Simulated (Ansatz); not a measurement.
System: 1T (CdI2-type) MnI2. Method: r²SCAN0 (PAW; Ansatz, a first-principles code).

Numerical settings: plane-wave cutoff 520 eV, 6×6×4 k mesh (along the axes of the cell as run), Fermi–Dirac smearing 0.01 eV, spin-polarised with parallel moments, scalar-relativistic PAW data made under PBE.

Computed at the level's own relaxed cell.

**Question.** Give the computed Γ–Γ gap, lattice constant a, band gap and c axis length.

**Answer.** 
Γ–Γ gap: 5.24 eV
lattice constant a: 4.171 Å
band gap: 4.58 eV (on the SCF k mesh)
c axis length: 7.121 Å

Note: the magnetic order was assumed, not searched for or taken from measurement; the cell comes from a level without a dispersion term, which matters for the spacing of layers, chains or molecules; the cell has widely spaced layers and the level no dispersion term, so their spacing and the moduli can rest on weak binding.

Spin–orbit coupling is not included; with these elements it can move the gap by several tenths of an eV or more.

Computed values are for the static lattice.
